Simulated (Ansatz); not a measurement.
# W under a change: W → Ir

The reference is W in the bcc (W type) structure (space group Im-3m, No. 229; a = 3.169 Å).

Modification: every W is replaced by Ir, then cell and atoms are relaxed.

Calculations: r2SCAN/PAW in Ansatz (a quantum-chemistry and plane-wave program), without spin-orbit coupling. Settings: 21×21×21 k-points, 0.05 eV Fermi–Dirac smearing.

| quantity | base | changed | shift |
|---|---|---|---|
| volume per atom | 15.92 Å³ | 14.72 Å³ | -1.20 Å³ |
| density | 19.18 g/cm³ | 21.68 g/cm³ | +2.50 g/cm³ |
| lattice parameter a | 3.169 Å | 3.088 Å | -0.081 Å |
| space group | Im-3m (No. 229) | Im-3m (No. 229) | – |
| band gap | zero | zero | – |

Final structure:

```yaml
crystal:
  lattice:
    - [-1.54392, 1.54392, 1.54392]
    - [1.54392, -1.54392, 1.54392]
    - [1.54392, 1.54392, -1.54392]
  atoms:
    - { symbol: Ir, position: [0.00000, 0.00000, 0.00000] }
```

Whether these cells are dynamically stable was not tested. As relaxed here, Ir is a hypothetical phase, not in the database extracts checked. The final runs are not spin-polarised. Ir has a high density of states at the Fermi level and may be magnetic at this level.
